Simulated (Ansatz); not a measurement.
NH4Br (P-43m, No. 215, 6 atoms in the cell; start COD 1008127) was calculated with G0W0@PBEsol in Ansatz (plane waves, hard PAW, contour deformation).

The cell has the measured lattice parameters. Conventional cell: a = 4.0000 Å, b = 4.0000 Å, c = 4.0000 Å, α = 90.00°, β = 90.00°, γ = 90.00°.

One run with a 6×6×6 mesh, response cutoff 100 eV and 267 empty bands, not extrapolated in mesh or basis; no spin–orbit coupling.

Highest filled and lowest empty level by k point (fractions of the reciprocal vectors of the cell (4.000 0.000 0.000) (0.000 4.000 0.000) (0.000 0.000 4.000) Å; eV from the valence maximum of each method):

| k | PBEsol filled | PBEsol empty | QP filled | QP empty |
|---|---|---|---|---|
| 0 0 0 | -0.09 | 4.09 | -0.08 | 6.45 |
| 0 0.167 -0.5 | -0.16 | 6.94 | -0.17 | 9.50 |
| 0.167 0.167 0.167 | -0.45 | 5.71 | -0.47 | 8.17 |
| 0.167 0.167 0.333 | -0.43 | 6.47 | -0.45 | 8.98 |
| 0.333 0.333 0.333 | -1.00 | 6.80 | -1.08 | 9.29 |
| 0.333 0.333 -0.5 | -0.99 | 6.75 | -1.06 | 9.22 |
| 0.333 -0.5 -0.5 | -1.17 | 6.99 | [?] | [?] |
| -0.5 -0.5 -0.5 | -1.47 | 7.76 | [?] | [?] |

Problem. Estimate the withheld levels to about 0.1 eV.

Solution. 
- 0.333 -0.5 -0.5, QP filled: -1.26
- 0.333 -0.5 -0.5, QP empty: 9.47
- -0.5 -0.5 -0.5, QP filled: -1.60
- -0.5 -0.5 -0.5, QP empty: 10.35

Note: the file's cell can be that of a phase stable at another temperature; cell and atoms aren't relaxed at this level.

Ansatz is a quantum-chemistry and plane-wave program.
